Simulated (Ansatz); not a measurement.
The parent structure is CsGeBr$_{3}$ in the cubic perovskite structure (space group Pm-3m, No. 221; a = 5.475 Å; a cell from a computed database, its experimental status unchecked). Axes: x, y, z lie along the cube axes.

One thing is altered: tensile biaxial strain of 0.89 % in the plane normal to [001], as in epitaxy on a mismatched substrate; the out-of-plane cell vector and the atoms relax.

Levels (all Ansatz, a first-principles code, PAW): PBEsol (420 eV, scalar-relativistic without spin-orbit coupling); PBEsol+SOC (420 eV, with spin-orbit coupling).

The geometry is relaxed with PBEsol.

| Quantity | Value |
|---|---|
| PBEsol band gap | 0.39 eV |
| PBEsol hole mass | 0.044 mₑ out of plane, 0.041 mₑ in plane (at A) |

With PBEsol+SOC at the same geometry, the band gap decreases by 0.134 eV, from 0.39 eV to 0.25 eV; the hole mass becomes 0.039 mₑ out of plane, 0.036 mₑ in plane (at A) (PBEsol: 0.044 mₑ out of plane, 0.041 mₑ in plane (at A)); the electron mass is 0.093 mₑ out of plane, 0.053 mₑ in plane (at A).

Single points use the geometry relaxed with PBEsol. The spin-orbit shifts are approximate. Effective masses come from finite differences of ±0.01 Å⁻¹. Stability against distortions was not tested. Many cubic perovskites are stable only at high temperature; tilts and polar distortions were not tested. A zero or small gap of CsGeBr3 under biaxial strain +0.89 %, plane normal [001], relaxed out of plane can be the functional's error rather than a property of the material.
